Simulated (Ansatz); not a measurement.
The parent structure is TiN in the rock salt structure (space group Fm-3m, No. 225; a = 4.2331 Å; relaxed with 0.1 eV smearing). Axes: x, y, z lie along the cube axes.

Level of theory: r2SCAN (Ansatz, a first-principles code), no spin-orbit coupling.

For the base:

The volume per atom is 9.48 Å³.

Perturbation: tensile biaxial strain of 1.20 % in the plane normal to [001], as in epitaxy on a mismatched substrate; the out-of-plane cell vector and the atoms relax.

Q: What happens to the energy relative to the base and volume per atom?

A: The energy grows by 5.6 meV/atom; the volume per atom rises by 0.18 Å³ to 9.66 Å³.

No phonon test of stability was made. The final runs are not spin-polarised. An odd electron count without spin: TiN.
